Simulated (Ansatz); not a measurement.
The parent structure is HgS (space group P3_221, No. 154; a = 4.465 Å, c = 9.758 Å; made of chains).

Method: DFT with PBE, PAW potentials and a 420 eV plane-wave cutoff in Ansatz (a first-principles code), scalar-relativistic without spin-orbit coupling.

Base values:

```
Item                                                  Result
----------------------------  ------------------------------
Gap between the host's bands                         1.83 eV
Gap character                 indirect, Γ–A (67 % along) → Γ
```

It is then changed as follows: electron doping at 1.0×10^22 cm⁻³ (1.68 per cell), with a uniform compensating background at fixed cell and a 300 K Fermi–Dirac width.

Question: Predict the new largest internal atomic displacement.

Answer: The largest internal atomic displacement comes out as 0.352 Å.

Question: Predict the new gap between the host's bands.

Answer: The gap between the host's bands decreases by 1.43 eV (1.83 eV → 0.40 eV).

Question: How does this affect the Fermi level from band edge?

Answer: The Fermi level relative to the doped band's edge (positive inside the band; to 0.05 eV) comes out as +1.10 eV.

Question: Predict the new gap character.

Answer: The gap character goes from indirect, Γ–A (67 % along) → Γ to indirect, A → M.

Charged cell with a jellium background: band edges are those of the host's band count, energies are not comparable with the neutral cell, and many-body gap narrowing is missing. Spin-orbit coupling, missing from the scalar runs, can matter with Hg. Stability against distortions was not tested. No dispersion term is included, though the crystal is made of layers, chains or molecules, so its spacings can come out too wide.
